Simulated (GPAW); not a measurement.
Worked example: self-consistent single point of LaCu2Ge2 (I4/mmm, 5 atoms in the cell) in GPAW

Computed with LDA (Perdew-Wang 92), GPAW PAW datasets LDA (gpaw-data 1.0.1) (plane waves; GPAW).

Input as run:

```python
from ase import Atoms
from ase.units import GPa
from gpaw import GPAW

atoms = Atoms(['La', 'Cu', 'Cu', 'Ge', 'Ge'],
              cell=[[-2.110395, 2.110395, 5.066175],
                    [2.110395, -2.110395, 5.066175],
                    [2.110395, 2.110395, -5.066175]],
              scaled_positions=[[0.000000, 0.000000, 0.000000],
                                [0.250000, 0.750000, 0.500000],
                                [0.750000, 0.250000, 0.500000],
                                [0.626060, 0.626060, 0.000000],
                                [0.373940, 0.373940, 0.000000]],
              pbc=True)

calc = GPAW(mode={'name': 'pw', 'ecut': 800},
            xc='LDA',
            kpts=(7, 7, 7),
            occupations={'name': 'methfessel-paxton', 'width': 0.05, 'order': 0},
            nbands=-11,
            convergence={'density': 1e-05},
            symmetry={'symmorphic': False, 'tolerance': 0.0005},
            maxiter=150,
            txt='-')

atoms.calc = calc

energy = atoms.get_potential_energy()
print('Energy (eV):', round(energy, 6))
forces = atoms.get_forces()
print('Forces (eV/Ang):')
print(forces.round(5))
stress = atoms.get_stress()
print('Stress (GPa, Voigt):', (stress / GPa).round(4))
```

Log, with long lists cut:

```
Input parameters:
  convergence: {density: 1e-05}
  kpts: [7 7 7]
  maxiter: 150
  mode: {ecut: 800,
         name: pw}
  nbands: -11
  occupations: {name: methfessel-paxton,
                order: 0,
                width: 0.05}
  symmetry: {symmorphic: False,
             tolerance: 0.0005}

species:
  La:
    name: Lanthanum
    Z: 57.0
    valence: 11
    core: 46
    charge: 0.0
    file: La.LDA.gz

    # Using partial waves for La as LCAO basis

  Cu:
    name: Copper
    Z: 29.0
    valence: 11
    core: 18
    charge: 0.0
    file: Cu.LDA.gz

    # Using partial waves for Cu as LCAO basis

  Ge:
    name: Germanium
    Z: 32.0
    valence: 4
    core: 28
    charge: 0.0
    file: Ge.LDA.gz

    # Using partial waves for Ge as LCAO basis

Reference energy: -434876.452434  # eV

Spin-paired calculation

Convergence criteria:
 Maximum [total energy] change in last 3 cyles: 0.0005 eV / valence electron
 Maximum integral of absolute [dens]ity change: 1e-05 electrons / valence electron
 Maximum integral of absolute [eigenst]ate change: 4e-08 eV^2 / valence electron
 Maximum number of scf [iter]ations: 150

Symmetries present (total): 16
Symmetries with fractional translations: 0
343 k-points: 7 x 7 x 7 Monkhorst-Pack grid
40 k-points in the irreducible part of the Brillouin zone
       k-points in crystal coordinates                weights
   0:     0.00000000    0.00000000    0.00000000          1/343
   1:     0.14285714   -0.14285714    0.00000000          4/343
   2:     0.14285714   -0.14285714    0.14285714          4/343
   [... 7 lines left out ...]
          ...
  39:     0.42857143    0.42857143    0.42857143          8/343

Wave functions: Plane wave expansion
  Cutoff energy: 800.000 eV
  Number of coefficients (min, max): 4616, 4687
  Pulay-stress correction: 0.000000 eV/Ang^3 (de/decut=0.000000)

Occupation numbers: Methfessel-Paxton:
  width: 0.0500  # eV
  order: 0

Eigensolver

Densities:
  Coarse grid: 40*40*40 grid
  Fine grid: 80*80*80 grid
  Total Charge: 0.000000

Density mixing:
  Method: separate
  Backend: pulay
  Linear mixing parameter: 0.05
  old densities: 5
  Damping of long wavelength oscillations: 50

Hamiltonian:
  XC and Coulomb potentials evaluated on a 80*80*80 grid
  External potential:
    NoExternalPotential

Number of atoms: 5
Number of atomic orbitals: 46
Number of bands in calculation: 31
Number of valence electrons: 41
Bands to converge: occupied

Density initialized from atomic densities
  31 bands from LCAO basis set

Atomic positions and initial magnetic moments

Positions:
   0 La     0.000000    0.000000    0.000000    ( 0.0000,  0.0000,  0.0000)
   1 Cu     2.110395    0.000000    2.533088    ( 0.0000,  0.0000,  0.0000)
   2 Cu     0.000000    2.110395    2.533088    ( 0.0000,  0.0000,  0.0000)
   3 Ge     0.000000   -0.000000    6.343459    ( 0.0000,  0.0000,  0.0000)
   4 Ge    -0.000000    0.000000    3.788891    ( 0.0000,  0.0000,  0.0000)

Unit cell:
           periodic     x           y           z      points  spacing
  1. axis:    yes   -2.110395    2.110395    5.066175    40     0.0974
  2. axis:    yes    2.110395   -2.110395    5.066175    40     0.0974
  3. axis:    yes    2.110395    2.110395   -5.066175    40     0.0746

  Lengths:   5.879937   5.879937   5.879937
  Angles:  137.932902 137.932902  61.005778

Effective grid spacing dv^(1/3) = 0.1121

     iter     time        total  log10-change:
                         energy   eigst   dens
iter:   1 --:--:--   -32.467920
iter:   2 --:--:--   -29.666004   -0.72  -1.10
iter:   3 --:--:--   -28.386681   -0.45  -1.23
iter:   4 --:--:--   -28.314438   -0.55  -1.37
iter:   5 --:--:--   -28.656101   -0.85  -1.53
iter:   6 --:--:--   -28.436388   -1.96  -1.65
iter:   7 --:--:--   -28.185179   -1.24  -1.69
iter:   8 --:--:--   -28.204116   -2.57  -1.89
iter:   9 --:--:--   -28.223521   -2.01  -1.89
iter:  10 --:--:--   -28.221107c  -3.06  -2.02
iter:  11 --:--:--   -28.145484   -2.03  -2.03
iter:  12 --:--:--   -28.147698   -3.18  -2.33
iter:  13 --:--:--   -28.161855c  -3.14  -2.32
iter:  14 --:--:--   -28.167287c  -3.49  -2.31
iter:  15 --:--:--   -28.129724   -1.88  -2.24
iter:  16 --:--:--   -28.131828   -2.65  -2.62
iter:  17 --:--:--   -28.128201c  -2.91  -2.63
iter:  18 --:--:--   -28.128654c  -3.72  -2.80
iter:  19 --:--:--   -28.128187c  -4.66  -2.90
iter:  20 --:--:--   -28.127869c  -4.06  -2.94
iter:  21 --:--:--   -28.128150c  -4.18  -2.97
iter:  22 --:--:--   -28.127778c  -4.10  -3.15
   [... 5 lines left out ...]
iter:  28 --:--:--   -28.127748c  -5.34  -3.78
iter:  29 --:--:--   -28.127733c  -5.37  -3.97
iter:  30 --:--:--   -28.127734c  -6.58  -4.35
iter:  31 --:--:--   -28.127734c  -6.01  -4.39
iter:  32 --:--:--   -28.127733c  -7.35  -4.54
iter:  33 --:--:--   -28.127733c  -7.80c -4.70
iter:  34 --:--:--   -28.127735c  -6.60  -4.87
iter:  35 --:--:--   -28.127734c  -7.53c -4.52
iter:  36 --:--:--   -28.127734c  -7.83c -4.70
iter:  37 --:--:--   -28.127733c  -7.56c -4.82
iter:  38 --:--:--   -28.127733c  -7.72c -5.20c

Converged after 38 iterations.

Dipole moment: (-0.000000, 0.000000, 0.000000) |e|*Ang

Energy contributions relative to reference atoms: (reference = -434876.452434)

Kinetic:         +7.126605
Potential:       -7.517687
External:        +0.000000
XC:             -27.398417
Entropy (-ST):   -0.004228
Local:           -0.336121
SIC:             +0.000000
--------------------------
Free energy:    -28.129847
Extrapolated:   -28.127733

Showing only first 2 kpts
 Kpt  Band  Eigenvalues  Occupancy
  0    18      7.23082    2.00000
  0    19      8.51631    2.00000
  0    20      9.77130    0.00000
  0    21      9.77130    0.00000

  1    18      7.67209    2.00000
  1    19      8.22317    2.00000
  1    20      8.57168    2.00000
  1    21     10.45653    0.00000

Fermi level: 9.05822

No gap
No difference between direct/indirect transitions
Energy (eV): -28.127733

Forces in eV/Ang:
  0 La    0.00000    0.00000   -0.00000
  1 Cu   -0.00000    0.00000    0.00000
  2 Cu    0.00000   -0.00000    0.00000
  3 Ge    0.00000    0.00000    0.12258
  4 Ge    0.00000    0.00000   -0.12258

Stress tensor:
     0.035490     0.000000     0.000000
     0.000000     0.035490     0.000000
     0.000000     0.000000     0.031632
Stress (GPa, Voigt): [5.6861 5.6861 5.068  0.     0.     0.    ]
```

The run converged in 38 iterations. GPAW prints stress with tension positive.

The starting cell comes from a database of computed structures (which also holds hypothetical and non-ambient phases and stackings), without a prior relaxation at this level. Spin polarisation is off. With a pressure of about -5 GPa the cell is away from its equilibrium volume at this level.

Cost on one core of a shared machine: roughly 4 min.
